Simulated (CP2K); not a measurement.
Band structure of BN (P6_3mc, 4 atoms in the cell).

```
BN
1.0
    2.51640     0.00000     0.00000
   -1.25820     2.17926     0.00000
    0.00000     0.00000     4.16472
B N
2 2
Direct
  0.66667   0.33333   0.99972
  0.33333   0.66667   0.49972
  0.66667   0.33333   0.62528
  0.33333   0.66667   0.12528
```

Method of the run: PBE, GPW, DZVP-MOLOPT-SR-GTH basis, GTH-PBE potentials (GTH_POTENTIALS) run with CP2K.

Settings: CUTOFF = 400 Ry; REL_CUTOFF = 40 Ry; KPOINTS/SCHEME = MONKHORST-PACK 10 10 6; GAMMA_CENTERED = T; XC_FUNCTIONAL = PBE; B/BASIS_SET = DZVP-MOLOPT-SR-GTH-q3; B/POTENTIAL = GTH-PBE-q3; N/BASIS_SET = DZVP-MOLOPT-SR-GTH-q5; N/POTENTIAL = GTH-PBE-q5; METHOD = GPW; EPS_DEFAULT = 1e-10; EXTRAPOLATION = USE_GUESS; NGRIDS = 4; SCF_GUESS = ATOMIC.

The starting cell comes from a database of computed structures (which also holds hypothetical and non-ambient phases and stackings), without a prior relaxation at this level. Its lattice was rescaled by a random factor within 2.5 % of one. Values carry the incompleteness of an atom-centred basis.

Question: Predict the gap along the standard path and the places of the band edges.

Answer: The gap along the path is 5.22 eV, from Γ to K; the smallest direct gap on it is 8.47 eV.

Levels in eV from the top of the valence band on the SCF mesh, bands 5 to 9:
| point | 5 | 6 | 7 | 8 | 9 |
|---|---|---|---|---|---|
| Γ | -2.21 | -0.29 | 0.00 | 0.00 | 8.50 |
| M | -7.11 | -5.16 | -4.59 | -2.20 | 6.97 |
| K | -7.36 | -5.65 | -5.60 | -5.60 | 5.22 |
| A | -1.22 | -1.22 | -1.22 | -1.22 | 9.91 |
| L | -3.91 | -3.91 | -3.70 | -3.70 | 6.81 |
| H | -8.03 | -8.03 | -3.15 | -3.15 | 9.66 |

Higher empty bands are left out: an atom-centred basis made for the valence describes them poorly.
